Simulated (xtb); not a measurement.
xtb 6.7.1, GFN2-xTB: B(F)(NHtBu)(OMe) (COB(F)NC(C)(C)C), 22 atoms. The geometry is a generated start, not checked to be a minimum at this level.

```json
{
 "method": "GFN2-xTB",
 "--acc": "1 (default)",
 "--etemp (K)": "300 (default)",
 "detailed input (--input)": "none: ANC optimiser, Lindh (1995) Hessian, microcycle=20, maxdispl=1.0, hlow=0.01 (default)",
 "basis_functions": "49",
 "valence_electrons": "54"
}
```

```xyz
22

B     -0.6371     1.7243     0.8544
F     -0.9974     2.3903     1.9833
N     -0.3645     0.3699     1.1028
C      0.1456    -0.7875     0.3701
C      0.0343    -1.9986     1.3019
C     -0.6869    -1.0610    -0.8894
C      1.6184    -0.5699     0.0001
H     -0.4696     0.1599     2.0846
H     -1.0067    -2.1788     1.5610
H      0.4290    -2.8881     0.8169
H      0.5981    -1.8306     2.2172
H     -0.5129    -2.0770    -1.2341
H     -0.4213    -0.3825    -1.6927
H     -1.7446    -0.9442    -0.6677
H      1.9994    -1.4204    -0.5585
H      1.7300     0.3246    -0.6057
H      2.2149    -0.4446     0.9006
O     -0.6551     2.5411    -0.2122
C     -0.3719     2.3009    -1.5613
H      0.6015     1.8205    -1.6946
H     -1.1481     1.6804    -2.0151
H     -0.3551     3.2714    -2.0615
```

The structure is relaxed from this start with --opt LEVEL for the levels crude, sloppy, loose, lax, normal, tight, vtight, extreme, once each. Up to the end of the extreme run atoms move by at most 0.19 Å along an axis.

Problem. Which level is enough to come within 1 meV of the tightest end point?

Solution. normal: 10 cycles against 23, ending 0.20 meV above.

| level | cycles | energy above the extreme run (meV) | gradient norm (eV/Å) |
|---|---|---|---|
| crude | 1 | 4.9 | 0.14 |
| sloppy | 1 | 4.9 | 0.14 |
| loose | 1 | 4.9 | 0.14 |
| lax | 4 | 2.6 | 0.11 |
| normal | 10 | 0.20 | 0.042 |
| tight | 14 | 0.025 | 0.019 |
| vtight | 18 | under 0.01 | 0.0052 |
| extreme | 23 | — | 0.0024 |
